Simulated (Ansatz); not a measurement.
The parent structure is FeSb2 (space group Pnnm, No. 58; non-magnetic).

```yaml
crystal:
  lattice:
    - [5.77299, 0.00000, 0.00000]
    - [0.00000, 6.42942, 0.00000]
    - [0.00000, 0.00000, 3.11896]
  atoms:
    - { symbol: Fe, position: [0.00000, 0.00000, 0.00000] }
    - { symbol: Fe, position: [0.50000, 0.50000, 0.50000] }
    - { symbol: Sb, position: [0.19098, 0.35355, 0.00000] }
    - { symbol: Sb, position: [0.80902, 0.64645, 0.00000] }
    - { symbol: Sb, position: [0.30902, 0.85355, 0.50000] }
    - { symbol: Sb, position: [0.69098, 0.14645, 0.50000] }
```

Cartesian axes are those of the cell as printed.

All numbers come from Ansatz (a first-principles code), PBEsol, PAW, cutoff 420 eV, no spin-orbit coupling.

Base values:

Pressure: 0.0 GPa
Shortest interatomic distance: 2.526 Å
Band gap: zero

One thing is altered: biaxial strain +2.07 %, plane normal [001], relaxed out of plane (Cartesian); in-plane vectors clamped, the third vector and the atoms free.

**Question.** What does the calculation give for the pressure after the change?

**Answer.** The pressure (mean of the normal stresses, compression positive) goes from zero to -3.8 GPa.

**Question.** What does the calculation give for the shortest interatomic distance after the change?

**Answer.** The shortest interatomic distance goes up by 0.050 Å to 2.576 Å.

**Question.** Estimate the effect on the band gap.

**Answer.** The band gap is still zero.

Spin-orbit coupling, missing from the scalar runs, can matter with Sb. Whether these cells are dynamically stable was not tested. Seeded moments were not kept for the base. The base started in Pnn2 and relaxed to Pnnm at this level. The final runs are not spin-polarised. The zero or small gap of FeSb2 can change with the level of theory.
